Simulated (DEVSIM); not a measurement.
# illuminated Si p-on-n cell, one wavelength, with a back-surface field

Structure: illuminated Si p-on-n cell, one wavelength, with a back-surface field, at 250 K.

| layer (left to right) | material | thickness (μm) | Nd (cm⁻³) | Na (cm⁻³) | τn (s) | τp (s) | absorption coefficient (cm⁻¹) |
|---|---|---|---|---|---|---|---|
| 1 | Si | 0.0930 | - | 9.4e18 | 1.7e-7 | 9.5e-8 | 39000 |
| 2 | Si | 200 | 1.1e16 | - | 5e-7 | 5e-7 | 39000 |
| 3 | Si | 0.160 | 1.1e18 | - | 5e-7 | 5e-7 | 39000 |

Left contact: ohmic, minority electron recombination velocity 8000 cm/s. Right contact: ohmic, minority hole recombination velocity 1e5 cm/s. Voltage is applied to the left contact. Recombination: SRH at mid-gap, radiative. Light enters at the left, 4e16 photons cm⁻² s⁻¹, one pass, no reflection. Mobility is constant in doping.

This is a model device: material constants are rounded textbook-type values typed into the input, and sizes, dopings and lifetimes were drawn at random. Values at 300 K; Nc and Nv go as T^1.5, mobilities as T to minus their exponent, the gap by Varshni's rule with the affinity fixed.

```
parameter               Si
----------------  --------
gap (eV)             1.124
affinity (eV)         4.05
permittivity          11.7
Nc (cm⁻³)          2.86e19
Nv (cm⁻³)           3.1e19
μn (cm²/Vs)           1417
μp (cm²/Vs)            470
T exponent of μn       2.3
T exponent of μp       2.2
B (cm³/s)          4.7e-15
Varshni α (eV/K)  0.000473
Varshni β (K)          636
```

Model (solved in DEVSIM): 1D drift-diffusion, Boltzmann statistics, complete ionisation; no tunnelling, impact ionisation, image-force lowering or self-heating.

```json
{
 "potential_step_across_the_device_at_zero_bias": "1.052 V",
 "Dark forward voltage at 1 A/cm²": "0.767 V",
 "Dark forward voltage at 100 A/cm²": "1.073 V",
 "short_circuit_current": "6.38 mA/cm²",
 "open_circuit_voltage": "0.649 V",
 "fill_factor": "0.85",
 "largest_power": "3.54 mW/cm²",
 "share_of_generated_pairs_collected_at_short_circuit": "0.996"
}
```

Dark forward current:

(V (V), J (A/cm²)): (0.05, 6.0e-11); (0.15, 8.6e-10); (0.25, 9.8e-9); (0.35, 1.2e-7); (0.45, 1.9e-6); (0.55, 8.0e-5); (0.65, 0.0068); (0.80, 3.0); (0.90, 17); (1.00, 48); (1.10, 130); (1.20, 400); (1.30, 1000); (1.40, 2100)

Current under light (generator sign):

```csv
V (V),J (mA/cm²)
0.00,6.38
0.10,6.38
0.20,6.38
0.30,6.38
0.40,6.38
0.50,6.37
0.52,6.35
0.54,6.32
0.56,6.25
0.58,6.08
0.60,5.67
0.62,4.64
0.64,2.08
0.66,-4.31
```
